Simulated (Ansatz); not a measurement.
```
CELL_PARAMETERS angstrom
      0.00000     2.76142     2.76142
      2.76142     0.00000     2.76142
      2.76142     2.76142     0.00000
ATOMIC_POSITIONS crystal
  Ca 0.00000 0.00000 0.00000
```

Level of theory: PBE, DFPT electron-phonon coupling, linearised Boltzmann equation (plane waves, PAW, scalar-relativistic; Ansatz, a first-principles code). Condition of this run: functional PBE. How the cell was made: relaxed with this functional, without spin-orbit coupling.

**Question.** What phonon-limited resistivity does this give at 300 K?

**Answer.** 8.3 μΩ·cm.

A metal at this level (no band gap). Only scattering by harmonic phonons is included (no impurities, grain boundaries, electron-electron scattering or thermal expansion). Spin-orbit coupling is left out. Halving the electron mesh (28x28x28) moves the resistivity by up to 9 % at 300 K. Smearing 0.20 eV; phonons on a 4x4x4 q mesh, which this run doesn't test.
